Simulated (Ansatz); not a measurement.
A computed series for ZrSe2: pressure series

Start from ZrSe₂ in the CdI2 type structure (space group P-3m1, No. 164; layered, stacked along the Cartesian z axis).

```
ZrSe2
1.0
    3.73508     0.00000     0.00000
   -1.86754     3.23467     0.00000
    0.00000     0.00000     6.03154
Zr Se
1 2
Cartesian
  0.00000   0.00000   0.00000
  0.00000   2.15645   1.59878
  1.86754   1.07822   4.43276
```

Cell and atoms are relaxed at each pressure.

All numbers come from PBE-D3(BJ) (Ansatz, a first-principles code), scalar-relativistic without spin-orbit coupling.

```
change            band gap  volume per atom
----------------  --------  ---------------
base                  zero         24.29 Å³
pressure −1 GPa    0.22 eV         25.20 Å³
pressure 0.3 GPa      zero         24.07 Å³
pressure 0.7 GPa      zero         23.81 Å³
pressure 1.5 GPa      zero         23.37 Å³
pressure 3 GPa        zero         22.68 Å³
pressure 5 GPa        zero         21.93 Å³
pressure 7.5 GPa      zero         21.17 Å³
pressure 10 GPa       zero         20.53 Å³
```

Load acts through the strain it causes; cell and atoms are relaxed under it. No phonon test of stability was made. No other phases were tried under pressure. The final runs are not spin-polarised. Gaps under 0.05 eV, about the width of the smearing, are given as zero. A zero or small gap of ZrSe2 can be the functional's error rather than a property of the material.
